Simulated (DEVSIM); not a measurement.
System: Ru/AlN/n-Ge capacitor, at 300 K.

Layer 1 from the left is AlN, thickness (nm) 7.70. Layer 2 from the left is Ge, thickness (nm) 16000, Nd (cm⁻³) 1.4e15.

Metal gate on the left, work function 4.7 eV. Fixed charge at the semiconductor interface 3e11 cm⁻² (in units of +e); no interface traps.

Constants are typed, rounded textbook-type inputs, not results; the design itself was drawn at random and stands for no fabricated device. Values at 300 K.

AlN: gap (eV) 6.1, affinity (eV) 1.9, permittivity 8.5. Ge: gap (eV) 0.664, affinity (eV) 4, permittivity 16, Nc (cm⁻³) 1.04e19, Nv (cm⁻³) 6e18.

Problem. Estimate by hand the flat-band voltage, the threshold voltage, and compare with a numerical solution.

Solution. 
- Flat-band voltage: C = 0.977 μF/cm², work-function difference 0.470 V; VFB = φms − qNf/C = 0.42 V; numerical 0.42 V.
- Threshold voltage: φF = 0.109 V, depletion charge √(4εqNφF) = 1.18e-8 C/cm²; VT = VFB − 2φF − Qd/C = 0.19 V; numerical 0.19 V.

Simulated with DEVSIM: 1D Poisson equation in equilibrium, Boltzmann statistics, complete ionisation; no quantum confinement or tunnelling. Metal contacts follow the ideal Schottky-Mott rule: no Fermi-level pinning, no interface dipoles.
